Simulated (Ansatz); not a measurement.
## ZrN (model structure, started from the CoSn type, P6/mmm, No. 191, 6 atoms in the cell): properties by level of theory

```tsv
level (code)	lattice parameter a (Å)	lattice parameter c (Å)
PBE (Ansatz)	5.560	3.224
PBEsol (Ansatz)	5.495	3.199
PBE-D3(BJ) (Ansatz)	5.505	3.209
```

Ansatz's density-functional and Hartree–Fock values are scalar-relativistic unless marked +SOC, with PAW data made under PBE.

The computed numbers hold no vibrational or temperature effects.

A model structure was made by putting elements into a prototype or built by hand; it is no filed structure, need not be a known phase, and can be a saddle point held by its symmetry.

Ansatz is a quantum-chemistry and plane-wave program.
